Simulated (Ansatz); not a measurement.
## A computed series for hypothetical I4_132 B: response to strain

Take B (space group I4_132, No. 214; a = 4.633 Å; a hypothetical phase, not in the database extracts checked) as the base. Axes: x, y, z lie along the cube axes.

Strains are applied to the cell and any free atomic positions relax; under biaxial strain the out-of-plane vector relaxes too.

Level of theory: PBEsol in Ansatz (plane waves to 420 eV, PAW, no spin-orbit coupling).

Notes on the quantities. energy relative to the base: free energy F; pressure: mean of the normal stresses, compression positive.

| case | space group | energy relative to the base | pressure |
|---|---|---|---|
| base | I4_132 (No. 214) | 0 meV/atom | 0.00 GPa |
| biaxial strain −0.78 %, plane normal [110], relaxed out of plane | F222 (No. 22) | ___ | ___ |
| biaxial strain +1.56 %, plane normal [110], relaxed out of plane | F222 (No. 22) | +2.0 meV/atom | -1.13 GPa |
| isotropic strain +0.21 % | I4_132 (No. 214) | +0.2 meV/atom | -0.68 GPa |
| isotropic strain +0.25 % | I4_132 (No. 214) | +0.2 meV/atom | ___ |
| tensor shear ε_yz = +2.36 % | F222 (No. 22) | +2.0 meV/atom | ___ |
| tensor shear ε_xz = −0.99 % | F222 (No. 22) | +0.3 meV/atom | -0.01 GPa |

Some entries are withheld; estimate them.


- biaxial strain −0.78 %, plane normal [110], relaxed out of plane, energy relative to the base: +0.5 meV/atom
- biaxial strain −0.78 %, plane normal [110], relaxed out of plane, pressure: 0.56 GPa
- isotropic strain +0.25 %, pressure: -0.81 GPa
- tensor shear ε_yz = +2.36 %, pressure: -0.08 GPa

No phonon test of stability was made.

Ansatz is an electronic-structure program.
